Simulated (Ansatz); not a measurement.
Reference: InP (F-43m), r2SCAN with spin-orbit coupling, rigid bands (plane waves, PAW; Ansatz, a program for electronic structure); axes and stresses refer to this cell.

```yaml
crystal:
  lattice:
    - [0.00000, 2.93899, 2.93899]
    - [2.93899, 0.00000, 2.93899]
    - [2.93899, 2.93899, 0.00000]
  atoms:
    - { symbol: In, position: [0.00000, 0.00000, 0.00000] }
    - { symbol: P, position: [0.25000, 0.25000, 0.25000] }
```

The Seebeck coefficient, p-type 1e19 cm⁻³ is 320 μV/K, the electron conductivity mass comes out as 0.089 mₑ and the band gap is 1.09 eV.

After one change the values are Seebeck coefficient, p-type 1e19 cm⁻³ 168 μV/K; electron conductivity mass 0.068 mₑ; band gap 0.53 eV. Which change was made?
(A) biaxial stress in (001) of -1 GPa (compression positive)
(B) biaxial stress in (001) of 1 GPa (compression positive)
(C) biaxial stress in (001) of -4 GPa (compression positive)

C, biaxial stress in (001) of -4 GPa (compression positive)

Masses are for dilute carriers at 300 K, harmonic means over directions unless an axis is named. Seebeck coefficients are for the stated density at 300 K, with one relaxation time for all states and whether or not that doping can be reached. Stresses and pressures are the targets of the relaxation.  The structure type is held under load, also where the real crystal would transform.
